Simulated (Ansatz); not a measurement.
Base system: Al$_{2}$Cu (space group I4/mcm, No. 140; a = 6.0020 Å, c = 4.8145 Å). Axes: x, y, z lie along a, b, c of the conventional cell.

Modification: strain tensor (xx, yy, zz, yz, xz, xy) = (+0.54, +1.00, −0.70, −2.02, +0.17, +0.13) %; the atoms relax in the strained cell.

Levels (all Ansatz, a program for electronic structure, PAW, earlier PAW set): PBEsol (420 eV, no spin-orbit coupling); r2SCAN (500 eV, without spin-orbit coupling).

The geometry is relaxed with PBEsol.

- PBEsol pressure: -0.8 GPa

With r2SCAN at the same geometry, the pressure drops by 0.4 GPa, from -0.8 GPa to -1.2 GPa.

Single points use the geometry relaxed with PBEsol. Their cutoffs differ, which shifts pressures a little. Stability against distortions was not tested. All final runs are without spin polarisation.
